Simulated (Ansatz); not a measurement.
Functionals compared on a constructed model of the (111) surface of diamond, (√3x√3)R30° Ge adatom at H3 (bottom of the slab: 3 H on 3 bottom sites), in Ansatz (plane waves, PAW). The structure was relaxed with PBE; the other rows are single points on it. Cutoff 420 eV (500 eV for r2SCAN).

Slab: 28 atoms, 9.3 Å thick at the start with caps and adatoms (thin: gaps and levels are the slab's own); k 7x7x1, smearing 0.025 eV, dipole-corrected; 6 atoms held, the rest relaxed; start symmetry kept, larger cells not searched; spin-polarised, ending with about 0.2 μB a cell, a value that depends on the mesh; orders that need a larger cell were not tried, no spin-orbit, no U. The slab shows no gap on its mesh. In PBE it lies 0.12 eV a 1x1 cell over the lowest computed structure of the same composition ((√3x√3)R30° Ge adatom at T4). These notes are the PBE run's. r2SCAN: The program's check for a lower electronic state was not made.

```json
[
 {"functional": "PBE", "work function of the top face (eV)": "4.36", "rough cost of the single point": "–"},
 {"functional": "r2SCAN", "work function of the top face (eV)": "4.50", "rough cost of the single point": "very roughly 2.9 core-minutes"}
]
```

Ansatz is an electronic-structure program.
